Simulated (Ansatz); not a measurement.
We consider SnPbO₃ (model structure, started from the tetragonal perovskite type, P4mm, No. 99, 5 atoms in the cell), described by PBEsol (plane waves, PAW; Ansatz, a program for electronic structure).

Settings: plane-wave cutoff 520 eV, 8×8×8 k mesh, Fermi–Dirac smearing 0.01 eV, scalar-relativistic PAW data made under PBE.

Cell (relaxed with PBEsol):

Space group P4mm (No. 99); a = 4.075 Å, b = 4.075 Å, c = 4.130 Å, α = 90.00°, β = 90.00°, γ = 90.00°

```json
[
 {"atom": "Sn", "site": "1b", "symmetry": "4mm", "x": "0.5000", "y": "0.5000", "z": "0.4361"},
 {"atom": "Pb", "site": "1a", "symmetry": "4mm", "x": "0.0000", "y": "0.0000", "z": "0.9982"},
 {"atom": "O", "site": "1b", "symmetry": "4mm", "x": "0.5000", "y": "0.5000", "z": "0.9212"},
 {"atom": "O", "site": "2c", "symmetry": "2mm.", "x": "0.0000", "y": "0.5000", "z": "0.3752"}
]
```

Question: Predict the band gap and smallest direct gap on the k points sampled.

Answer: 
band gap: 1.23 eV
smallest direct gap on the k points sampled: 2.19 eV

Note: the relaxation could raise the start's symmetry but not lower it, so the cell can be a saddle point.

Spin–orbit coupling is not included; with these elements it can move the gap by several tenths of an eV or more.

The computed numbers hold no vibrational or temperature effects.

Computing time: very roughly 60 core-seconds.

A model structure was made by putting elements into a prototype or built by hand; it is no filed structure, need not be a known phase, and can be a saddle point held by its symmetry.
